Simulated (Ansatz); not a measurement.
# BP: response to strain

The reference is BP in the zinc blende structure (space group F-43m, No. 216; a = 4.4905 Å). Axes: x, y, z lie along the cube axes.

Strains are applied to the cell and any free atomic positions relax; under biaxial strain the out-of-plane vector relaxes too.

Calculations: plane-wave PAW DFT at the LDA level (Ansatz, a program for electronic structure, 420 eV), without spin-orbit coupling.

Notes on the quantities. energy relative to the base: free energy F.

```json
[
 {"biaxial strain, plane normal [111], relaxed out of plane (%)": "0", "energy relative to the base (meV/atom)": "0.0"},
 {"biaxial strain, plane normal [111], relaxed out of plane (%)": "0.42", "energy relative to the base (meV/atom)": "0.6"},
 {"biaxial strain, plane normal [111], relaxed out of plane (%)": "0.83", "energy relative to the base (meV/atom)": "2.3"},
 {"biaxial strain, plane normal [111], relaxed out of plane (%)": "1.25", "energy relative to the base (meV/atom)": "?"},
 {"biaxial strain, plane normal [111], relaxed out of plane (%)": "1.67", "energy relative to the base (meV/atom)": "9.0"},
 {"biaxial strain, plane normal [111], relaxed out of plane (%)": "2.08", "energy relative to the base (meV/atom)": "13.8"},
 {"biaxial strain, plane normal [111], relaxed out of plane (%)": "2.5", "energy relative to the base (meV/atom)": "19.7"}
]
```

Q: Fit ΔE = Aε² + Bε³ (ε in %) to the rows shown and predict the withheld row.

A: Least squares on the printed values gives A = 3.39 and B = -0.095 meV/atom (largest residual 0.0 meV/atom); this predicts 5.1 meV/atom, and the run gives 5.1 meV/atom, in agreement.

Stability against distortions was not tested.
